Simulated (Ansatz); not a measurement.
# ZnGeP2: uniaxial stress, 3 GPa tension along x

Take ZnGeP₂ in the chalcopyrite structure (space group I-42d, No. 122; a = 5.424 Å, c = 10.709 Å) as the base. Axes: x, y, z lie along a, b, c of the conventional cell.

It is then changed as follows: uniaxial stress, 3 GPa tension along x, with the cell and atoms free to relax against it.

Computed with PBEsol in Ansatz (plane waves to 420 eV, PAW, without spin-orbit coupling). Γ-centred 9×9×9 mesh, Fermi–Dirac width 0.05 eV.

```json
[
 {"quantity": "volume per atom", "base": "19.69 Å³", "changed": "19.93 Å³", "shift": "+0.24 Å³"},
 {"quantity": "space group", "base": "I-42d (No. 122)", "changed": "I2_12_12_1 (No. 24)", "shift": "–"},
 {"quantity": "shortest interatomic distance", "base": "4.410 bohr", "changed": "4.419 bohr", "shift": "+0.009 bohr"},
 {"quantity": "energy relative to the base (free energy F)", "base": "0 meV/atom", "changed": "+5.6 meV/atom", "shift": "+5.6 meV/atom"},
 {"quantity": "band gap", "base": "1.07 eV", "changed": "0.94 eV", "shift": "-0.125 eV"},
 {"quantity": "gap character", "base": "–", "changed": "indirect, Γ → X–F₂ (33 % along)", "shift": "–"},
 {"quantity": "smallest direct gap", "base": "1.24 eV", "changed": "1.11 eV", "shift": "-0.136 eV"},
 {"quantity": "electron mass", "base": "–", "changed": "0.90 mₑ along y, 0.27 mₑ across (off the special points)", "shift": "–"},
 {"quantity": "hole mass", "base": "0.096 mₑ along c, 0.33 mₑ across (at Γ)", "changed": "0.090 mₑ along z, 0.33 mₑ across (at Γ)", "shift": "–"},
 {"quantity": "valence-band top at Γ (three highest levels, from the VBM)", "base": "0.00, -0.07, -0.07 eV", "changed": "0.00, -0.06, -0.32 eV", "shift": "–"},
 {"quantity": "strain response (xx, yy, zz)", "base": "–", "changed": "(+3.11, −0.89, −0.96) %", "shift": "–"},
 {"quantity": "secant Young's modulus along x", "base": "–", "changed": "96 GPa", "shift": "–"},
 {"quantity": "mean lateral Poisson ratio", "base": "–", "changed": "0.30", "shift": "–"}
]
```

Masses are band curvatures over ±0.01 Å⁻¹ around the edge. Beyond what the load breaks, stability against distortions was not tested. k-point labels follow each cell's own Brillouin zone.

Ansatz is a quantum-chemistry and plane-wave program.
